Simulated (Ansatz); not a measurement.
Take Sn in the diamond structure (space group Fd-3m, No. 227; a = 6.474 Å; relaxed with 0.1 eV smearing) as the base.

Computed with Kohn–Sham DFT with the LDA functional, run in Ansatz (an electronic-structure program) with PAW and 420 eV plane waves, scalar-relativistic without spin-orbit coupling.

For the base:

- Pressure: 0.0 GPa
- Band gap: zero

One thing is altered: every lattice vector is shortened by 2.50 %, atoms relaxed at fixed cell.

### Question
How does this affect the pressure, energy relative to the base and band gap?

### Answer
The pressure goes from zero to 4.1 GPa; the energy goes up by 29 meV/atom; the band gap stays zero.

The cells carry an imposed strain or load. No phonon test of stability was made.
